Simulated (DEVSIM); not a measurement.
Device: Schottky contact on n-type GaAs, at 350 K.

Layer 1 from the left is GaAs, thickness (μm) 0.410, Nd (cm⁻³) 3.7e16, τn (s) 1.5e-9, τp (s) 1.5e-9.

Left contact: Schottky, work function 4.85 eV, emission velocity 3.9e6 cm/s. Right contact: ohmic. Voltage is applied to the left contact. Recombination: SRH at mid-gap, radiative, Auger. Mobility is μmin + (μ − μmin)/(1 + (N/Nref)^α).

The device is made up for the run: typed textbook-type constants, with dimensions and the other settings drawn at random. Values at 300 K; Nc and Nv go as T^1.5, mobilities as T to minus their exponent, the gap by Varshni's rule with the affinity fixed.

GaAs: gap (eV) 1.424, affinity (eV) 4.07, permittivity 12.9, Nc (cm⁻³) 4.7e17, Nv (cm⁻³) 9e18, μn (cm²/Vs) 8500, μp (cm²/Vs) 400, μn,min 500, μp,min 20, Nref,n 6e16, Nref,p 1.5e17, αn 0.39, αp 0.38, T exponent of μn 2.1, T exponent of μp 2.2, B (cm³/s) 2e-10, Cn (cm⁶/s) 1e-30, Cp (cm⁶/s) 1e-30, Varshni α (eV/K) 0.000541, Varshni β (K) 204.

Simulated with DEVSIM: 1D drift-diffusion, Boltzmann statistics, complete ionisation; no tunnelling, impact ionisation, image-force lowering or self-heating. Metal contacts follow the ideal Schottky-Mott rule: no Fermi-level pinning, no interface dipoles.

Dark forward current:

```csv
|V| (V),|J| (A/cm²)
0.05,9.119e-6
0.10,5.687e-5
0.15,0.0003071
0.20,0.001619
0.25,0.008494
0.30,0.04453
0.35,0.2333
0.40,1.222
0.45,6.391
0.50,33.34
0.55,172.3
0.60,857.6
0.65,3724
```

Q: Work out the local ideality factor n = ΔV / (kT/q · ln(J2/J1)) between the rows 0.15 and 0.20 V, 0.60 and 0.65 V.

A: kT/q = 30.16 mV. From 0.15 to 0.20 V: ln(0.001619/0.0003071) = 1.662, n = 1.00, near the 1 of diffusion or emission over a barrier. From 0.60 to 0.65 V: ln(3724/857.6) = 1.468, n = 1.13; the layers' resistance at their doping, Σ W/(qμN) = 2.0e-6 Ω cm², would take 5.6 mV of this step of 50 mV.

Q: Estimate the current at 0.35 V for emission alone, J0 = q v N_band exp(−φB/kT), and read the barrier back from the simulated current.

A: φB = 0.780 eV, N_band = 5.92e17 cm⁻³, J0 = 2.17e-6 A/cm²; J = J0 (exp(qV/kT) − 1) = 0.238 A/cm². The simulation gives 0.233 A/cm²; the estimate lies 2.0 % above. Read backwards, the simulated current gives an apparent barrier of 0.781 eV. The estimate leaves out transport through the depletion region and minority injection.
